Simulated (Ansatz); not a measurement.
Base system: Al₂Au (space group Fm-3m, No. 225; relaxed with 0.1 eV smearing).

```
CELL_PARAMETERS angstrom
      0.00000     3.00158     3.00158
      3.00158     0.00000     3.00158
      3.00158     3.00158     0.00000
ATOMIC_POSITIONS crystal
  Al 0.25000 0.25000 0.25000
  Al 0.75000 0.75000 0.75000
  Au 0.00000 0.00000 0.00000
```

Cartesian axes are those of the cell as printed.

All numbers come from Kohn–Sham DFT with the PBEsol functional, run in Ansatz (a program for electronic structure) with PAW and 420 eV plane waves, no spin-orbit coupling.

One thing is altered: an isotropic linear strain of +3.00 %, atoms relaxed at fixed cell.

Question: Predict the stress tensor and what it implies for the stiffness.

Answer: Stress of the strained cell less that of the base (GPa, compression positive):
```
   -8.2     0.0     0.0
    0.0    -8.2     0.0
    0.0     0.0    -8.2
```

Then B = −ΔP/(ΔV/V₀) with ΔV/V₀ = 0.0927 gives secant stiffness values (nonlinear terms included at this strain): B ≈ 89 GPa.

As a check, the harmonic strain energy −½ V₀ Δσ:ε is 42 meV/atom; the computed energy rise is 47 meV/atom.

Stability against distortions was not tested.
